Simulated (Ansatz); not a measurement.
**Defect calculation: V_Si+B_Si in silicon**

The numbers are results of PBE, PAW (plane waves to 420 eV; Ansatz, an electronic-structure program), not measurements. A 2×2×2 supercell of 64 sites was used; the energies come from a 2×2×2 shifted sampling of its zone. Sites at the start: the Si site; Si 2.37 Å away. Finite-size correction: monopole term and site-potential alignment. Dielectric constants: PBE linear response of the host. Host gap at this level: 0.61 eV. Finite-size and sampling errors can reach tenths of an eV here. PBE underestimates the host's gap, which shifts levels and can delocalise carriers. Spin–orbit coupling is left out. Each state is the lowest found from its start.

Formation energies E_f are given with the Fermi level at the valence-band maximum. Chemical conditions: host crystal and elements as references (Δμ(Si) = 0.00 eV, Δμ(B) = 0.00 eV; B taken from its element, since no compound that bounds it was computed at this level; only phases computed here count, gases as isolated molecules at 0 K). Reference phases: B: alpha boron, Si: silicon.

```json
[
 {"charge": "+1†", "moment (μB)": "not spin-polarised", "largest move off a lattice site (Å)": "0.56", "image correction with alignment (eV)": "-0.18", "E_f, host crystal and elements as references (eV)": "–", "above the lowest spin state (eV)": "0.00"},
 {"charge": "0†", "moment (μB)": "fractional", "largest move off a lattice site (Å)": "0.55", "image correction with alignment (eV)": "0.00", "E_f, host crystal and elements as references (eV)": "4.09", "above the lowest spin state (eV)": "0.00"},
 {"charge": "0†", "moment (μB)": "fractional", "largest move off a lattice site (Å)": "0.55", "image correction with alignment (eV)": "0.00", "E_f, host crystal and elements as references (eV)": "4.09", "above the lowest spin state (eV)": "0.00"},
 {"charge": "−1†", "moment (μB)": "fractional", "largest move off a lattice site (Å)": "0.53", "image correction with alignment (eV)": "0.40", "E_f, host crystal and elements as references (eV)": "–", "above the lowest spin state (eV)": "0.00"},
 {"charge": "−1†", "moment (μB)": "not spin-polarised", "largest move off a lattice site (Å)": "0.53", "image correction with alignment (eV)": "0.40", "E_f, host crystal and elements as references (eV)": "–", "above the lowest spin state (eV)": "0.01"}
]
```

† Not settled in this cell, so no level is given: charge +1: no spin-polarised start tried, level within 0.1 eV of a band edge or past it; charge 0: fractional moment, a level filled in part; charge −1: fractional moment, a level filled in part.

Starting moments that weren't kept: charge 0 began with 1 μB and ended with 0.5; charge 0 began with 3 μB and ended with 0.5; charge −1 began with 2 μB and ended with 0.5.

All states together cost about 90 core-minutes (a rough figure).
